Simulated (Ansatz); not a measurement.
## A computed series for Te: pressure series

The parent structure is Te (space group P3_121, No. 152; a = 4.521 Å, c = 5.954 Å; made of chains).

Cell and atoms are relaxed at each pressure.

Levels (all Ansatz, a first-principles code, PAW): PBE (420 eV, no spin-orbit coupling); r2SCAN (500 eV, without spin-orbit coupling).

The base cell above is that of PBE; each level relaxes its own structures.

```csv
case,"volume per atom, PBE","volume per atom, r2SCAN"
pressure 0.3 GPa,34.60 Å³,35.64 Å³
pressure 0.7 GPa,33.95 Å³,(withheld)
pressure 1.5 GPa,32.98 Å³,(withheld)
pressure 3 GPa,31.61 Å³,31.96 Å³
pressure 5 GPa,30.29 Å³,(withheld)
pressure 7.5 GPa,28.98 Å³,29.18 Å³
pressure 10 GPa,27.79 Å³,28.12 Å³
```

Problem. Some entries are withheld; estimate them.

Solution. 
- pressure 0.7 GPa, volume per atom, r2SCAN: 34.84 Å³
- pressure 1.5 GPa, volume per atom, r2SCAN: 33.53 Å³
- pressure 5 GPa, volume per atom, r2SCAN: 30.50 Å³

PBE lies below r2SCAN in every row, by 0.20 Å³ to 1.04 Å³. They put the cases in the same order.

A case with no gap was solved on a k-mesh chosen for an insulator, which is coarse for it. Load acts through the strain it causes; cell and atoms are relaxed under it. Stability against distortions was not tested. Competing high-pressure phases were not computed. No dispersion term is included, though the crystal is made of layers, chains or molecules, so its spacings can come out too wide.
